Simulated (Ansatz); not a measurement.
Data:

```yaml
crystal:
  lattice:
    - [0.00000, 2.93425, 2.97826]
    - [2.93425, 0.00000, 2.97826]
    - [2.93425, 2.93425, 0.00000]
  atoms:
    - { symbol: Ca, position: [0.00000, 0.00000, 0.00000] }
    - { symbol: Se, position: [0.50000, 0.50000, 0.50000] }
```

No spin polarisation.

Calculations: PBEsol/PAW in Ansatz (a program for electronic structure), no SOC. k-mesh 10×10×10 (Γ-centred); smearing 0.05 eV (Fermi–Dirac).

Task: Predict the smallest direct gap and band gap.

Result: The smallest direct gap is 2.84 eV. The band gap is 1.91 eV.

The cells carry an imposed strain or load. Stability against distortions was not tested. The cell was made from CaSe in the rock salt structure (space group Fm-3m, No. 225) by this change: uniaxial strain ε_zz = +1.50 %.
